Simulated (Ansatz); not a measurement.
Problem. Name crystals whose resistivity at 300 K lies between 14.7 and 23 μΩ·cm and whose mean free path at 300 K lies between 23 and 36 nm, by Ansatz (a quantum-chemistry and plane-wave program) with PBEsol, DFPT electron-phonon coupling, linearised Boltzmann equation.

Solution. Many crystals can fit; among those computed here:
- YSb (Fm-3m): 18.4 μΩ·cm, 29 nm

Metals; harmonic phonons alone scatter; means over directions. The mean free path is weighted by the current that each state carries. Halving the electron mesh moves these values by up to 9 %; q meshes are mostly untested. Spin-orbit coupling is left out.

Formula and space group known from diffraction (Crystallography Open Database), not checked to be the room-temperature form: YSb (Fm-3m).
